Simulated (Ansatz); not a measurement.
## Pressure series in hypothetical R3m AlZnInO4

Start from AlZnInO$_{4}$ (space group R3m, No. 160; a = 3.292 Å, c = 25.922 Å (hexagonal axes); a hypothetical phase, not in the database extracts checked).

Cell and atoms are relaxed at each pressure.

The values are results of PBE (Ansatz, a program for electronic structure), no spin-orbit coupling, not measurements.

```tsv
pressure (GPa)	band gap (eV)
-1	1.74
0	1.76
0.3	1.77
0.7	1.78
1.5	1.80
3	1.83
5	1.87
7.5	?
10	1.97
```

Fit E_g = E₀ + αP + βP² to the rows shown and predict the withheld row.

Least squares on the printed values gives E₀ = 1.76 eV, α = 22.9 meV/GPa, β = -0.23 meV/GPa² (largest residual 0.00 eV); this predicts 1.92 eV, and the run gives 1.92 eV, in agreement.

Load acts through the strain it causes; cell and atoms are relaxed under it. Whether these cells are dynamically stable was not tested. No other phases were tried under pressure.
